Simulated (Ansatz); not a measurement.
## CuI (model structure, within 0.1 Å of P6₄22, No. 181, 6 atoms in the cell)

These are PBE-D3(BJ) in Ansatz (plane waves, PAW) values and carry that method's errors.

Run with plane-wave cutoff 520 eV, 12×12×4 k mesh (along the axes of the cell as run), Fermi–Dirac smearing 0.01 eV, no spin polarisation, scalar-relativistic PAW data made under PBE.

Cell (relaxed at this level):

```
CuI
1.0
    4.16825     0.00000     0.00000
   -2.08412     3.60981     0.00000
    0.00000     0.00000     9.64402
Cu I
3 3
Direct
  0.49959   0.49959   0.50000
  0.50041   0.00000   0.83333
  0.00000   0.50041   0.16667
  0.49986   0.49986   0.00000
  0.50014   0.00000   0.33333
  0.00000   0.50014   0.66667
```

```json
{
 "band_gap": "0.69 eV",
 "smallest_direct_gap_on_the_k_points_sampled": "1.24 eV"
}
```

Spin–orbit coupling is not included; with these elements it can move the gap by several tenths of an eV or more.

Cost on a shared machine: very roughly 60 core-seconds.

A model structure was made by putting elements into a prototype or built by hand; it is no filed structure, need not be a known phase, and can be a saddle point held by its symmetry.

Ansatz is a program for electronic structure.
